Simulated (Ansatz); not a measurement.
Take ZnS in the wurtzite structure (space group P6_3mc, No. 186; a = 3.782 Å, c = 6.208 Å) as the base.

Calculations: DFT with PBEsol, PAW potentials and a 420 eV plane-wave cutoff in Ansatz (a first-principles code), scalar-relativistic without spin-orbit coupling, earlier PAW set.

One change was made to it. Results:

```
quantity                             base       after
-----------------------------  ----------  ----------
band gap                          2.15 eV     2.56 eV
c/a ratio                           1.641       1.648
shortest interatomic distance    231.9 pm    224.9 pm
density                        4.21 g/cm³  4.62 g/cm³
```

Task: What was done to the base?
(A) pressure −2 GPa
(B) pressure 60 GPa
(C) pressure 9 GPa

Result: C, pressure 9 GPa. For comparison, the band gap in the other runs: pressure −2 GPa gives 2.03 eV; pressure 60 GPa gives 1.77 eV.

Load acts through the strain it causes; cell and atoms are relaxed under it. No phonon test of stability was made. Tetrahedral semiconductors of this kind turn to denser phases somewhere between about 1 and 50 GPa; those were not computed, so compressed cells here can lie past the real transition.
